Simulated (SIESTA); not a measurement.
Band structure of Ta3Ru (Fm-3m, 4 atoms in the cell).

```
CELL_PARAMETERS angstrom
      0.00000     3.24822     3.24822
      3.24822     0.00000     3.24822
      3.24822     3.24822     0.00000
ATOMIC_POSITIONS crystal
  Ta 0.25000 0.25000 0.25000
  Ta 0.75000 0.75000 0.75000
  Ta 0.50000 0.50000 0.50000
  Ru 0.00000 0.00000 0.00000
```

Computed with SIESTA with GGA PBEsol, numerical atomic orbitals DZP, PseudoDojo PBEsol standard norm-conserving potentials (rewritten from UPF to PSML).

Settings: XC.functional = GGA; XC.authors = PBEsol; potentials = PseudoDojo PBEsol standard; PAO.BasisSize = DZP; PAO.EnergyShift = 0.005 Ry; MeshCutoff = 300 Ry; kgrid.MonkhorstPack = 9 9 9; OccupationFunction = FD; ElectronicTemperature = 0.05 eV; MaxSCFIterations = 150; SCF.Mixer.Method = Pulay; SCF.Mixer.Weight = 0.1; SCF.Mixer.History = 6; SCF.DM.Tolerance = 1.0E-04.

The starting cell comes from a database of computed structures (which also holds hypothetical and non-ambient phases and stackings), without a prior relaxation at this level. Its lattice was rescaled by a random factor within 2.5 % of one. Spin-orbit coupling is off. Spin polarisation is off. Values carry the incompleteness of an atom-centred basis.

Levels in eV from the Fermi level, bands 25 to 30:
| point | 25 | 26 | 27 | 28 | 29 | 30 |
|---|---|---|---|---|---|---|
| Γ | -1.77 | -0.16 | -0.16 | -0.16 | 0.94 | 0.94 |
| X | -0.18 | -0.17 | 0.42 | 0.77 | 0.87 | 0.87 |
| W | -0.91 | -0.90 | -0.77 | -0.77 | 0.45 | 1.50 |
| K | -1.09 | -0.51 | -0.46 | -0.28 | 0.80 | 0.95 |
| L | -2.14 | -1.78 | -1.37 | -1.37 | 1.62 | 1.62 |
| U | -1.09 | -0.51 | -0.46 | -0.28 | 0.80 | 0.95 |

Bands cross the Fermi level along this path, so the cell is metallic at this level.

Higher empty bands are left out: an atom-centred basis made for the valence describes them poorly.
